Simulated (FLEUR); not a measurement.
FLEUR run on OsRu₃ (P6_3/mmc, 8 atoms in the cell): self-consistent single point.

Method of the run: LDA (Perdew-Zunger), all-electron FLAPW (FLEUR), scalar-relativistic valence.

```yaml
crystal:
  lattice:
    - [5.43042, 0.00000, 0.00000]
    - [-2.71521, 4.70288, 0.00000]
    - [0.00000, 0.00000, 4.29098]
  atoms:
    - { symbol: Ru, position: [0.83256, 0.16744, 0.75000] }
    - { symbol: Ru, position: [0.16744, 0.83256, 0.25000] }
    - { symbol: Ru, position: [0.66512, 0.83256, 0.25000] }
    - { symbol: Ru, position: [0.33488, 0.16744, 0.75000] }
    - { symbol: Ru, position: [0.83256, 0.66512, 0.75000] }
    - { symbol: Ru, position: [0.16744, 0.33488, 0.25000] }
    - { symbol: Os, position: [0.66667, 0.33333, 0.25000] }
    - { symbol: Os, position: [0.33333, 0.66667, 0.75000] }
```

Reference input (self-consistent single point, DFT, PBEsol, all-electron FLAPW (FLEUR), scalar-relativistic valence): Kmax = 4.3 1/bohr; GmaxXC = 17.2 1/bohr; xcFunctional = PBEs; jspins = 1; l_soc = F; mode = hist; fermiSmearingEnergy = 0.00499791 Htr; mesh (inpgen div1-3) = 4 4 5; inpgen gamma flag = true; Gmax = 17.2 1/bohr; numbands = 0; maxIterBroyd = 15. This run's input differs from it in these lines:

```diff
@@ -20,3 +20,3 @@
 &comp jspins=1 /
-&exco xctyp='PBEs' /
+&exco xctyp='pz' /
 &kpt div1=4 div2=4 div3=5 gamma=t /
@@ -33,3 +33,3 @@
       <coreElectrons ctail="T" frcor="F" kcrel="0" coretail_lmax="0"/>
-      <xcFunctional name="PBEs" relativisticCorrections="F"/>
+      <xcFunctional name="pz" relativisticCorrections="F"/>
       <magnetism jspins="1"/>
```

Output (repeated stretches shortened):

```
 Iteration:     1   Distance:      24.16237764 me/bohr^3
 Iteration:     2   Distance:      18.87015302 me/bohr^3
 Iteration:     3   Distance:      11.84958245 me/bohr^3
 Iteration:     4   Distance:      11.45454586 me/bohr^3
 Iteration:     5   Distance:       5.22153227 me/bohr^3
   [... 12 lines left out ...]
 Iteration:    18   Distance:       0.00014684 me/bohr^3
 Iteration:    19   Distance:       0.00004902 me/bohr^3
 Iteration:    20   Distance:       0.00001142 me/bohr^3
 Iteration:    21   Distance:       0.00000508 me/bohr^3
 Reset of history
 Run finished successfully
 Stop message:
   Structural relaxation: new displacements generated

[file out, last iteration]
             iter=     22
[...]
          total density-effective poten   -1.0474322437E+05
          total charge density-energy d   -1.4387736766E+03
 Updated energy parameters for spin:           1
[...]
 fermi energy and band-weighting factors:
   [... 8 lines left out ...]

[...]
FERMIE:
          first approx. to ef    (T=0)  :   0.623434 htr   (energy of the highest occ. eigenvalue)
          number of occ. states  (T=0)  :        667
          first approx. to seigv (T=0)  : -14.355452 htr
          sum of weights of occ. states :  56.025000
          sum of semicore charge        :   0.000000 e
FERHIS:  Fermi-Energy by histogram:
          bandgap                     :   0.007494 htr
   [... lines left out ...]
          charge neutrality (T=0)     :   0.050000    (zero if the highest occ. eigenvalue is "entirely" occupied)
     EF_NEWTON:  Adjust Fermi-Energy by Newton-Method.
 Direct bandgap for spin            1 :    9.3978109153703970E-003  Htr
 ---->    free energy=                    -61708.9578887000 htr
   [... lines left out ...]
      extrapolation for T->0
 ---->    total electron energy=          -61708.9524386881 htr
 ***** TOTAL FORCES ON ATOMS *****
 TOTAL FORCE FOR ATOM TYPE=  1  X= -2.577   Y=  1.488   Z= -2.027
                       FX_TOT= 0.000990 FY_TOT=-0.000571 FZ_TOT= 0.000000
 TOTAL FORCE FOR ATOM TYPE=  2  X= -5.131   Y=  2.962   Z=  2.027
                       FX_TOT= 0.000000 FY_TOT= 0.000000 FZ_TOT= 0.000000
```

The run converged in 21 iterations. FLEUR gives forces in its relaxation mode, with a further iteration, so its stop message speaks of a relaxation. Against the reference run the largest force goes from 0.065 to 0.059 eV/Å.

The starting cell comes from a database of computed structures (which also holds hypothetical and non-ambient phases and stackings), without a prior relaxation at this level. Spin-orbit coupling is off. Spin polarisation is off. Values depend on the basis (sphere radii, cutoffs, local orbitals), which need not be converged. The log's line on a gap gives a spacing of levels on this mesh, which the program prints for metals too.

Cost on one core of a shared machine: roughly 4 min.
